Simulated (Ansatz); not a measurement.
The reference is Ru in the hcp (Mg type) structure (space group P6_3/mmc, No. 194).

```
Ru
1.0
    2.69188     0.00000     0.00000
   -1.34594     2.33123     0.00000
    0.00000     0.00000     4.24566
Ru
2
Direct
  0.33333   0.66667   0.75000
  0.66667   0.33333   0.25000
```

Cartesian axes are those of the cell as printed.

Method: PBEsol/PAW in Ansatz (a first-principles code), no spin-orbit coupling.

Before the change:

```
Quantity            Value
---------------  --------
Band gap             zero
Volume per atom  13.32 Å³
```

It is then changed as follows: uniaxial stress, 8 GPa compression along x, with the cell and atoms free to relax against it.

Predict the new band gap, energy relative to the base and volume per atom.

The band gap stays zero; the energy grows by 4.6 meV/atom; the volume per atom shrinks by 0.10 Å³ to 13.22 Å³.

Without a gap, meshes like the base's 20×20×11 leave anisotropic stresses uncertain by several tenths of a GPa, and small strain energies with them. Load acts through the strain it causes; cell and atoms are relaxed under it. Beyond what the load breaks, stability against distortions was not tested. The final runs are not spin-polarised.
